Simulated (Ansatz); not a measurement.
## TlBr in the CsCl type structure (space group Pm-3m, No. 221)

Space group Pm-3m (No. 221); a = b = c = 3.915 Å, α = β = γ = 90.00°

```json
[
 {"atom": "Tl", "site": "1a", "symmetry": "m-3m", "x": "0.0000", "y": "0.0000", "z": "0.0000"},
 {"atom": "Br", "site": "1b", "symmetry": "m-3m", "x": "0.5000", "y": "0.5000", "z": "0.5000"}
]
```

Level of theory: plane-wave PAW DFT at the PBEsol level (Ansatz, an electronic-structure program, 420 eV), no SOC. Settings: 9×9×9 k-points, 0.05 eV Fermi–Dirac smearing.

| Property | Value |
|---|---|
| Volume per atom | 29.99 Å³ |
| Density | 7.87 g/cm³ |
| Band gap | 1.59 eV, direct at X |
| Electron mass | 0.14 mₑ along k, 0.20 mₑ across |
| Hole mass | 0.20 mₑ along k, 0.43 mₑ across |
| Lowest conduction-band minima above the VBM | X along ⟨100⟩ 1.59 eV; R along ⟨111⟩ 1.81 eV |
| Total energy | -7016.849 eV/atom (σ→0; compares only within this code and set-up) |

Spin-orbit coupling, missing from the scalar runs, can matter with Tl. Masses are band curvatures over ±0.01 Å⁻¹ around the edge. Along k means along the line from Γ to the band edge. Stability against distortions was not tested.
